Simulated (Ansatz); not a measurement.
Start from BN in the wurtzite structure (space group P6_3mc, No. 186; a = 2.541 Å, c = 4.203 Å).

All numbers come from PBEsol (Ansatz, an electronic-structure program; PAW; 420 eV plane waves; spin-orbit coupling left out).

One change was made to it. Results:

The valence-band top at Γ (three highest levels, from the VBM) changes from 0.00, 0.00, -0.28 eV to 0.00, 0.00, -0.32 eV; the width of the top valence band grows by 0.20 eV, from 5.49 eV to 5.69 eV; the electron mass becomes 0.29 mₑ along c, 0.48 mₑ across (at K) (base: 0.30 mₑ along c, 0.50 mₑ across (at K)); the band gap decreases by 0.085 eV (4.96 eV → 4.88 eV); the volume per atom falls by 0.21 Å³ to 5.67 Å³.

**Question.** Name the change that was made.
A. pressure −1 GPa
B. pressure 15 GPa
C. pressure 0.9 GPa
D. pressure 30 GPa

**Answer.** B, pressure 15 GPa. For comparison, the band gap in the other runs: pressure −1 GPa gives 4.97 eV; pressure 0.9 GPa gives 4.96 eV; pressure 30 GPa gives 4.80 eV.

Load acts through the strain it causes; cell and atoms are relaxed under it. Effective masses come from finite differences of ±0.01 Å⁻¹. Whether these cells are dynamically stable was not tested. No other phases were tried under pressure.
